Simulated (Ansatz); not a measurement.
**Au in the fcc (Cu type) structure (space group Fm-3m, No. 225)**

```yaml
crystal:
  lattice:
    - [0.00000, 2.02405, 2.02405]
    - [2.02405, 0.00000, 2.02405]
    - [2.02405, 2.02405, 0.00000]
  atoms:
    - { symbol: Au, position: [0.00000, 0.00000, 0.00000] }
```

Calculations: LDA/PAW in Ansatz (a quantum-chemistry and plane-wave program), without spin-orbit coupling. k-mesh 20×20×20 (Γ-centred); smearing 0.05 eV (Fermi–Dirac).

```yaml
volume_per_atom: 16.58 Å³
density: 19.72 g/cm³
band_gap: zero
total_energy: -12864.954 eV/atom (σ→0; compares only within this code and set-up)
```

Whether these cells are dynamically stable was not tested.
